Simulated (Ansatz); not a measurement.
**A computed series for AlN: pressure series**

The reference is AlN in the wurtzite structure (space group P6_3mc, No. 186).

```
CELL_PARAMETERS angstrom
      3.13030     0.00000     0.00000
     -1.56515     2.71092     0.00000
      0.00000     0.00000     5.01801
ATOMIC_POSITIONS crystal
  Al 0.66667 0.33333 0.00337
  Al 0.33333 0.66667 0.50337
  N  0.66667 0.33333 0.62183
  N  0.33333 0.66667 0.12183
```

Cell and atoms are relaxed at each pressure.

The values are results of plane-wave PAW DFT at the PBE level (Ansatz, a first-principles code, 420 eV), without spin-orbit coupling, not measurements.

Candidates:
(a) pressure 4.5 GPa
(b) pressure 22.5 GPa
(c) pressure 15 GPa

Before the change:

| Quantity | Value |
|---|---|
| Band gap | 4.03 eV |

Question: Order them by band gap, highest first.

Answer: (b) pressure 22.5 GPa (4.84 eV), (c) pressure 15 GPa (4.60 eV), (a) pressure 4.5 GPa (4.22 eV)

Load acts through the strain it causes; cell and atoms are relaxed under it. Whether these cells are dynamically stable was not tested. Measured, AlN leaves this structure (for rock salt) near 14 GPa (temperature not stated; as listed in Datta, Sujoy, Jana, Debnarayan, arXiv (2020)), on rising pressure, with hysteresis.
